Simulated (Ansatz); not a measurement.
Start from WSe$_{2}$ in the 2H-MoS2 type structure (space group P6_3/mmc, No. 194; a = 3.2791 Å, c = 12.7861 Å; layered, stacked along the Cartesian z axis).

One thing is altered: hydrostatic tension (pressure −1 GPa).

Level of theory: Ansatz (an electronic-structure program) PBE-D3(BJ), no SOC.

Base, band edges from the VBM (valence, conduction): K -0.19, 1.38; H -0.36, 1.38; M -1.06, 2.16; L -1.21, 2.18; A -0.20, 2.63; Γ 0.00, 2.63 eV.

**Question.** Give the band edges at the high-symmetry points of the new zone, measured from its valence-band maximum.

**Answer.** 
| point | valence edge (eV) | conduction edge (eV) |
|---|---|---|
| Γ | 0.00 | 2.66 |
| M | -1.06 | 2.16 |
| K | -0.17 | 1.38 |
| A | -0.21 | 2.66 |
| L | -1.19 | 2.18 |
| H | -0.31 | 1.38 |

The gap is 0.95 eV, indirect, Γ → K–Γ (47 % along).

With W present, leaving out spin-orbit coupling can change the band edges. Load acts through the strain it causes; cell and atoms are relaxed under it. Whether these cells are dynamically stable was not tested.
